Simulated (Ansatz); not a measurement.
ZnSe: strain along the normal

ZnSe (zinc blende, F-43m, 21.572 Å³/atom at rest) under an equal strain ε in the (001) plane with the normal axis free, as in a coherent film. LDA in Ansatz, a plane-wave DFT program (PAW, default set), 420 eV, 10×10×10 Γ-centred mesh, Fermi-Dirac smearing 0.05 eV; ions are relaxed within the symmetry of each cell.

Here s stands for strain and y for normal strain.

| strain (%) | normal strain (%) |
|---|---|
| -3.00 | ? |
| -1.50 | 1.78 |
| -1.00 | 1.19 |
| -0.50 | 0.60 |
| 0.00 | 0.00 |
| 0.50 | -0.61 |
| 1.00 | -1.22 |
| 1.50 | -1.84 |

Task: Fit y against s with a straight line, and predict the withheld value at s = -3.00.

Result: Means: s 0, y -0.014. About the means, the sum of products is -8.4450 and the sum of squares of s is 7.0000; the slope is their ratio. Least squares gives y = -0.014 - 1.2064·s. Residuals (row less fit): -0.016, -0.002, 0.011, 0.014, 0.007, 0.000, -0.016; standard error 0.013 (degrees of freedom: 5). The slope, -1.21 ± 0.01, is the elastic response of the normal axis, −2C12/C11 for this plane. At the withheld row, y = -0.014 - 1.2064 × (-3.0) = 3.605%. The calculation gives 3.54%, 0.065% below the prediction (1.2 % of the range of y in the table). The row lies outside the fitted rows, so this is an extrapolation. From the scatter of the fitted rows alone, a prediction at this place has a standard error of 0.021%, so the miss is 3.1 times that.

One order more, fitted to all 13 runs of the series, follows each within 0.01, so the miss is the next term of a smooth law. Rows are the converged runs of the series near zero and its far end; series whose fitted rows scatter by over a few per cent of the range, as at a crossing or softening among them, aren't shown in this form. Most that stay on the fit to the last digits aren't either.
